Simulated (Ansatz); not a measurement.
CaTiO3 (model structure, R3c, No. 161, 10 atoms in the cell), treated with PBEsol (plane waves, PAW; Ansatz, a program for electronic structure).

Run with plane-wave cutoff 520 eV, 8×8×8 k mesh, Fermi–Dirac smearing 0.01 eV, no spin polarisation, scalar-relativistic PAW data made under PBE.

Cell (relaxed at this level):

CaTiO3 has the trigonal space group R3c, hexagonal axes (No. 161), Pearson symbol hR10. Lattice parameters: a = b = 5.399 Å, c = 13.325 Å, α = β = 90.00°, γ = 120.00°. Ca on 6a is surrounded by 3 O at 2.333 Å and 3 O at 2.484 Å and 6 O at 3.008–3.103 Å. Ti on 6a is surrounded by 3 O at 1.872 Å and 3 O at 2.046 Å (octahedral). O on 18b is coordinated by 1 Ti at 1.872 Å and 1 Ti at 2.046 Å and 1 Ca at 2.333 Å and 1 Ca at 2.484 Å and 2 Ca at 3.008–3.103 Å. (Neighbours: up to the widest gap in distance over summed covalent radii, below 1.35, at either atom; cation-cation and far metal-metal contacts left out.)
(The calculation used a cell of 10 atoms; values per cell refer to that cell.)

Q: What does this level give for the band gap, smallest direct gap on the k points sampled and Γ–Γ gap?

A: 
- band gap: 2.85 eV (indirect)
- smallest direct gap on the k points sampled: 2.95 eV
- Γ–Γ gap: 3.01 eV

Note: the relaxation could raise the start's symmetry but not lower it, so the cell can be a saddle point.

Static lattice: no zero-point or thermal effects.

Cost on a shared machine: roughly 25 core-seconds.

A model structure was made by putting elements into a prototype or built by hand; it is no filed structure, need not be a known phase, and can be a saddle point held by its symmetry.
